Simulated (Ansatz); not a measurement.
Base system: W in the bcc (W type) structure (space group Im-3m, No. 229; a = 3.154 Å; relaxed with 0.1 eV smearing). Axes: x, y, z lie along the cube axes.

Calculations: PBEsol/PAW in Ansatz (a first-principles code), scalar-relativistic without spin-orbit coupling.

Base values:

The volume per atom is 15.69 Å³.

The change: biaxial strain −0.50 %, plane normal [001], relaxed out of plane (Cartesian); in-plane vectors clamped, the third vector and the atoms free.

**Question.** Predict the new volume per atom.

**Answer.** The volume per atom decreases by 0.09 Å³, from 15.69 Å³ to 15.60 Å³.

**Question.** Predict the new energy relative to the base.

**Answer.** The energy goes up by 1.5 meV/atom.

Whether these cells are dynamically stable was not tested. All final runs are without spin polarisation.
